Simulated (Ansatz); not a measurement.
C (model structure, P6/m, No. 175, 24 atoms in the cell), treated with PBEsol (PAW; Ansatz, a first-principles code).

Numerical settings: plane-wave cutoff 520 eV, 6×6×14 k mesh (along the axes of the cell as run), Fermi–Dirac smearing 0.01 eV, scalar-relativistic PAW data made under PBE.

Cell (relaxed at this level):

```yaml
crystal:
  lattice:
    - [11.68633, 0.00000, 0.00000]
    - [-5.84316, 10.12065, 0.00000]
    - [0.00000, 0.00000, 2.45809]
  atoms:
    - { symbol: C, position: [0.34300, 0.98525, 0.00000] }
    - { symbol: C, position: [0.39589, 0.12445, 0.00000] }
    - { symbol: C, position: [0.40461, 0.18952, 0.50000] }
    - { symbol: C, position: [0.38526, 0.30039, 0.50000] }
    - { symbol: C, position: [0.35775, 0.34300, 0.00000] }
    - { symbol: C, position: [0.27144, 0.39589, 0.00000] }
    - { symbol: C, position: [0.21509, 0.40461, 0.50000] }
    - { symbol: C, position: [0.08487, 0.38526, 0.50000] }
    - { symbol: C, position: [0.01475, 0.35775, 0.00000] }
    - { symbol: C, position: [0.87555, 0.27144, 0.00000] }
    - { symbol: C, position: [0.81048, 0.21509, 0.50000] }
    - { symbol: C, position: [0.69961, 0.08487, 0.50000] }
    - { symbol: C, position: [0.65700, 0.01475, 0.00000] }
    - { symbol: C, position: [0.60411, 0.87555, 0.00000] }
    - { symbol: C, position: [0.59539, 0.81048, 0.50000] }
    - { symbol: C, position: [0.61474, 0.69961, 0.50000] }
    - { symbol: C, position: [0.64225, 0.65700, 0.00000] }
    - { symbol: C, position: [0.72856, 0.60411, 0.00000] }
    - { symbol: C, position: [0.78491, 0.59539, 0.50000] }
    - { symbol: C, position: [0.91513, 0.61474, 0.50000] }
    - { symbol: C, position: [0.98525, 0.64225, 0.00000] }
    - { symbol: C, position: [0.12445, 0.72856, 0.00000] }
    - { symbol: C, position: [0.18952, 0.78491, 0.50000] }
    - { symbol: C, position: [0.30039, 0.91513, 0.50000] }
```

**Question.** Estimate the band gap, smallest direct gap on the k points sampled and direct gap at Γ that the calculation returns.

**Answer.** 
band gap: 0.37 eV (indirect)
smallest direct gap on the k points sampled: 0.40 eV
direct gap at Γ: 3.75 eV

Note: the relaxation could raise the start's symmetry but not lower it, so the cell can be a saddle point.

The computed numbers hold no vibrational or temperature effects.

A model structure was made by putting elements into a prototype or built by hand; it is no filed structure, need not be a known phase, and can be a saddle point held by its symmetry.
